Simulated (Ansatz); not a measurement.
# MgTe, response to strain

The reference is MgTe in the wurtzite structure (space group P6_3mc, No. 186).

```xyz
4
Lattice="4.5609 0.0000 0.0000 -2.2804 3.9498 0.0000 0.0000 0.0000 7.4128" Properties=species:S:1:pos:R:3 pbc="T T T"
Mg     2.2804     1.3166     0.0073
Mg     0.0000     2.6332     3.7137
Te     2.2804     1.3166     4.6271
Te     0.0000     2.6332     0.9208
```

Strains are applied to the cell and any free atomic positions relax.

All numbers come from DFT with PBEsol, PAW potentials and a 420 eV plane-wave cutoff in Ansatz (a first-principles code), no spin-orbit coupling, earlier PAW set.

Computed cases, in order: isotropic strain −4.99 %; the unstrained base; isotropic strain +4.06 %; isotropic strain +5.76 %.

**Question.** Between which two neighbouring cases does the gap turn between direct and indirect?

**Answer.** Between isotropic strain −4.99 % (2.98 eV, indirect, Γ → L–M (20 % along)) and the unstrained base (2.39 eV, direct at Γ). The whole series: isotropic strain −4.99 %: 2.98 eV, indirect, Γ → L–M (20 % along); the unstrained base: 2.39 eV, direct at Γ; isotropic strain +4.06 %: 1.89 eV, direct at Γ; isotropic strain +5.76 %: 1.70 eV, direct at Γ.

Spin-orbit coupling, missing from the scalar runs, can matter with Te. Stability against distortions was not tested.
